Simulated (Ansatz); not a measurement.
**Quick settings and what they miss: MnB2W2 (P4/mbm, 10 atoms in the cell)**

Self-consistent single point.

```xyz
10
Lattice="5.6922 0.0000 0.0000 0.0000 5.6922 0.0000 0.0000 0.0000 3.0913" Properties=species:S:1:pos:R:3 pbc="T T T"
Mn     2.8461     2.8461     0.0000
Mn     0.0000     0.0000     0.0000
B      3.4892     0.6431     0.0000
B      2.2031     5.0492     0.0000
B      5.0492     3.4892     0.0000
B      0.6431     2.2031     0.0000
W      3.8593     4.6791     1.5456
W      1.8330     1.0132     1.5456
W      1.0132     3.8593     1.5456
W      4.6791     1.8330     1.5456
```
Moments meant for the start (each program seeds them in its own way; μB, in the order of the atoms Mn Mn B B B B W W W W): 4.0 4.0 0.0 0.0 0.0 0.0 0.0 0.0 0.0 0.0.

Method of the run: PBEsol, default PAW files made with PBE (plane waves; Ansatz, a program for electronic structure).

Base settings: basis.ecutwfc = 420 eV; kpoints.mp_grid.grid = 4 4 7; hamiltonian.xc = pbesol; hamiltonian.pseudopotentials = {kind: paw} (the program's default PAW files); magnetization.spin_polarized = true; scf.occupations.method = cold; scf.occupations.width = 0.2 eV.

Tight run (finer mesh or higher cutoff; not a proven limit): basis.ecutwfc: 420 eV → 590 eV; kpoints.mp_grid.grid: 4 4 7 → 6 6 10; scf.convergence.dr2_threshold: default (1e-07 eV) → 1e-09 eV. It gave Fermi level (on the code's own zero) 22.03 eV; pressure 13.38 GPa; largest force (vector length) 0.248 eV/Å; size of the cell's spin moment 3.70 μB.

Quick runs, as changes from the base:
- A: the base itself
- B: basis.ecutwfc: 420 eV → 250 eV; kpoints.mp_grid.grid: 4 4 7 → 1 1 1; kpoints.mp_grid.shift: default → 0.5 0.5 0.5

Energies are extrapolated to zero smearing width, which holds to low order in the width alone.

The count of work is k-points × plane waves × bands × iterations; it is no time. 

Pressures in the table are Ansatz's without its Pulay estimate, at a fixed set of plane waves; the tight run's value above holds the estimate.

The starting cell comes from a database of computed structures (which also holds hypothetical and non-ambient phases and stackings), without a prior relaxation at this level. Its lattice was rescaled by a random factor within 2.5 % of one. The magnetic order is the one reached from the typed start; others were not searched systematically. The program warned that, by what it read of turns of the moments, another magnetic order lies lower. In the base run, with a pressure of about 13 GPa the cell is away from its equilibrium volume at this level.

```csv
run,energy less tight (meV/atom),pressure less tight (GPa),largest miss in a force vector (eV/Å),size of the net moment less tight (μB/atom),count of work / tight
A,3.5,-0.05,0.004,0.01,0.22
B,430.1,-48.96,1.460,-0.15,0.0044
```

Among the runs at the tight run's level, the energy misses run from 3.5 to 430.1 meV/atom.

Left out of this page: 4 runs of the series outside the window shown, repeating another row's setting, or not comparable.

Keys are those of Ansatz 0.2.
